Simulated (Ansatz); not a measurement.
Consider SrTiO₃ in the cubic perovskite structure (space group Pm-3m, No. 221; a = 3.891 Å). Axes: x, y, z lie along the cube axes.

The values are results of Ansatz (an electronic-structure program), PBEsol, PAW, cutoff 420 eV, no spin-orbit coupling, not measurements.

Strains are applied to the cell and any free atomic positions relax; under biaxial strain the out-of-plane vector relaxes too.

One change was made to it. Results:

The smallest direct gap decreases by 0.018 eV, from 2.19 eV to 2.18 eV; the energy grows by 0.7 meV/atom; the pressure (mean of the normal stresses, compression positive) increases by 12.83 kbar, from -0.1 kbar to 12.8 kbar.

Task: Name the change that was made.
A. biaxial strain −2.50 %, plane normal [111], relaxed out of plane
B. biaxial strain −0.50 %, plane normal [111], relaxed out of plane
C. biaxial strain −1.50 %, plane normal [111], relaxed out of plane

Result: B, biaxial strain −0.50 %, plane normal [111], relaxed out of plane. For comparison, the energy relative to the base in the other runs: biaxial strain −2.50 %, plane normal [111], relaxed out of plane gives +18 meV/atom; biaxial strain −1.50 %, plane normal [111], relaxed out of plane gives +6.4 meV/atom.

Whether these cells are dynamically stable was not tested. The final runs are not spin-polarised. Many cubic perovskites are stable only at high temperature; tilts and polar distortions were not tested.
